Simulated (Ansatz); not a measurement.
An Ansatz (a first-principles code) input (r2SCAN/PAW in Ansatz, no spin-orbit coupling):

Ansatz 0.2 input:
```yaml
crystal:
  lattice:
    - [3.1671296089, 0, 0]
    - [0, 3.1671296089, 0]
    - [1.5835648044, -1.5835648044, 2.1575659395]
  atoms:
    - { symbol: Al, position: [0, 0, 0] }
    - { symbol: N, position: [0.75, 0.75, 0.5] }
basis: { ecutwfc: 500, ecutrho_ratio: 4, xc_grid: 4, fft_grid_basis: typed }
kpoints: { mp_grid: { grid: [13, 13, 13] } }
hamiltonian:
  xc: r2scan
  dispersion: none
  pseudopotentials: { kind: paw }
scf: { occupations: { method: fermi_dirac, width: 0.05 } }
relax: { f_tol: 0.005, max_steps: 50, cell: { stress_tol: 0.01, fix: [a, b, gamma] } }
output: { forces: true, stress: true }
checkpoint: { write: state.ck, write_every: 1000 }
```

**Question.** Which symmetry and how many k-points will the program report, and about how many plane waves at Γ?

**Answer.** Space group I-4m2 (ITA 119) with 8 operations, k-points 196 of 2197, and 535 plane waves at Γ.

**Question.** And the final pressure?

**Answer.** -4.46 GPa (compression positive).

The cells carry an imposed strain or load. Stability against distortions was not tested. The cell was made from AlN in the zinc blende structure (space group F-43m, No. 216) by this change: biaxial strain +2.50 %, plane normal [001], relaxed out of plane. This is not the structure that AlN has at room temperature and ambient pressure.
